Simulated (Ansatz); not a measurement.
We consider hcp Tb, described by PBEsol-D3(BJ) in Ansatz (plane waves, PAW).

Input file:

Ansatz 0.2 input:
```yaml
crystal:
  lattice:
    - [1.6800653365, -2.9099585229, 0.0]
    - [1.6800653365, 2.9099585229, 0.0]
    - [0.0, 0.0, 5.4314591455]
  atoms:
    - { symbol: Tb, position: [0.3333333333, 0.6666666667, 0.25], spin: 6.0 }
    - { symbol: Tb, position: [0.6666666667, 0.3333333333, 0.75], spin: 6.0 }
basis:
  ecutwfc: 520
  ecutrho_ratio: 4
  xc_grid: 2
kpoints:
  mp_grid: { grid: [18, 18, 10] }
hamiltonian:
  xc: pbesol
  dispersion: d3bj
  pseudopotentials: { kind: paw }
scf:
  occupations: { method: fermi_dirac, width: 0.05 }
  convergence: { dr2_threshold: 0.0000000002 }
output:
  forces: true
  stress: true
  eigenvalues: true
magnetization:
  spin_polarized: true
```

The run printed, among other lines:

```
WARN where this run starts from atoms, the 4f shell of Tb (site 0, from 0) starts with a moment of 5.55 μB, by Hund's first rule and in the place of the 6.00 …
WARN where this run starts from atoms, the 4f shell of Tb (site 1, from 0) starts with a moment of 5.55 μB, by Hund's first rule and in the place of the 6.00 …
Crystal: 2 atoms, lattice volume = 53.108 Å³
Basis set: ecut = 520 eV, 1413 PW (Γ), exchange–correlation on 50×50×90 points (8 copies of the dense FFT grid, shifted against one another)
Bands: 30, of which v1, the nominal top of the filled ones, is band 19 counted from 1 (18 counted from 0)
Symmetry: 24 space group operations
Space group: P63/mmc (ITA 194), of the structure as read, at distance tolerance 3.8e-5 Å
k-points: 222 of 3240
Initial density: superposition of atomic densities (chi_scale 0.1, normalization cell)
Functional: x = pbesol(κ = 0.804, μ = 0.12345679012345678), c = pbesol(β = 0.046)
spin=Collinear: Kerker preconditioning applied to the charge; magnetization (m = ρ↑ − ρ↓) channel mixes plain (no charge-response kernel on spin).
SCF 1 converged in 19 iterations: F = -19675.252711 eV  dr2 = 1.45e-10
SCF converged after 19 iterations
Magnetization: 11.9434 μB (24.9717 up, 13.0283 down)
Free energy (F): -19675.252711 eV
Internal energy: -19675.161137 eV  (E = F + TS)
E sigma→0 (E₀):  -19675.206924 eV
Fermi energy:    15.063914 eV
--- Forces (eV/Å), atoms counted from 1 ---
  atom   1  Tb    -0.00000000    -0.00000000    -0.00000000
  atom   2  Tb    -0.00000000     0.00000000     0.00000000
--- Stress (GPa, compression-positive) ---
       -0.005592       0.000000       0.000000
        0.000000      -0.005592       0.000000
        0.000000       0.000000       0.001237
  P = ⅓ Tr σ = -0.0033 GPa (-0.033 kbar)
```

The PAW data were made under PBE.

The run is spin-polarised with parallel starting moments, which need not be the measured order.

Note: the 4f shell is treated without U or exact exchange, so its levels and filling can be wrong.

Cost on a shared machine: around 7 core-minutes (rough).

Ansatz is a quantum-chemistry and plane-wave program.
